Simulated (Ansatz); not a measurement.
NiO, pressure series

Consider NiO in the rock salt structure (space group Fm-3m, No. 225; a = 4.117 Å; ferromagnetic).

Cell and atoms are relaxed at each pressure.

All numbers come from Ansatz (an electronic-structure program), PBEsol, PAW, cutoff 420 eV, no spin-orbit coupling, earlier PAW set.

```tsv
variant	volume per atom	largest site moment
base	8.72 Å³	1.04 μB
pressure −2 GPa	8.82 Å³	1.08 μB
pressure −1 GPa	8.77 Å³	1.06 μB
pressure 0.3 GPa	8.71 Å³	1.03 μB
pressure 0.7 GPa	8.69 Å³	1.02 μB
pressure 1.5 GPa	8.66 Å³	1.00 μB
pressure 3 GPa	___	___
pressure 5 GPa	8.48 Å³	0.80 μB
pressure 7.5 GPa	8.38 Å³	0.71 μB
pressure 10 GPa	8.30 Å³	0.67 μB
```

**Question.** Fill in the withheld entries from the trend.

**Answer.** 
- pressure 3 GPa, volume per atom: 8.59 Å³
- pressure 3 GPa, largest site moment: 0.95 μB

Load acts through the strain it causes; cell and atoms are relaxed under it. Whether these cells are dynamically stable was not tested. Competing high-pressure phases were not computed. No Hubbard U is applied and the magnetic state is the run's own (NiO ferromagnetic); other magnetic orders, which need larger cells, were not tried and can change the gap. In its common phase, real NiO is an antiferromagnetic insulator at low temperature.
